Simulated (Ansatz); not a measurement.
Results of r²SCAN (Ansatz, a program for electronic structure, PAW) for KCSN (Pbcm, No. 57).

Run with plane-wave cutoff 560 eV, 6×6×6 k mesh, Fermi–Dirac smearing 0.01 eV, scalar-relativistic PAW data made under PBE.

Response to compression and expansion:

Shape and atoms are relaxed at each volume.

```csv
V (Å³/atom),P (GPa),direct gap at Γ (eV),smallest gap on the k mesh (eV)
20.128,0.82,4.483,4.472
20.547,0.38,4.516,4.494
20.967,0.00,4.547,4.516
21.386,-0.34,4.579,4.538
21.805,-0.63,4.610,4.559
```

A straight line through the gaps at Γ against ln V gives a volume deformation potential dE_g(Γ)/d ln V of 1.6 eV: the gap at Γ narrows under compression.

Note: the bulk modulus comes from volumes at which shape and atoms were relaxed.
